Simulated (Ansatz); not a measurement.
Take CdS in the zinc blende structure (space group F-43m, No. 216; a = 5.825 Å) as the base. Axes: x, y, z lie along the cube axes.

Computed with PBEsol/PAW in Ansatz (a first-principles code), no SOC, earlier PAW set.

For the base:

```
Quantity                                    Result
-----------------------------  -------------------
Band gap                                   1.01 eV
Shortest interatomic distance              2.522 Å
Valence-band top at Γ          0.00, 0.00, 0.00 eV
```

Modification: the symmetric strain tensor [0.0082 0.0026 -0.0101; 0.0026 0.0247 0.0058; -0.0101 0.0058 0.0011]; the atoms relax in the strained cell.

Question: Estimate the effect on the stress, energy relative to the base, band gap, shortest interatomic distance and valence-band top at Γ.

Answer: The stress (xx, yy, zz, yz, xz, xy; compression positive) amounts to (-1.85, -2.23, -1.71, -0.31, 0.55, -0.13) GPa; the energy goes up by 6.9 meV/atom; the band gap drops by 0.14 eV to 0.87 eV; the shortest interatomic distance rises by 0.0233 Å, from 2.522 Å to 2.546 Å; the valence-band top at Γ (three highest levels, from the VBM) changes from 0.00, 0.00, 0.00 eV to 0.00, -0.08, -0.11 eV.

Gaps are read on the SCF mesh and a high-symmetry path. Stability against distortions was not tested.
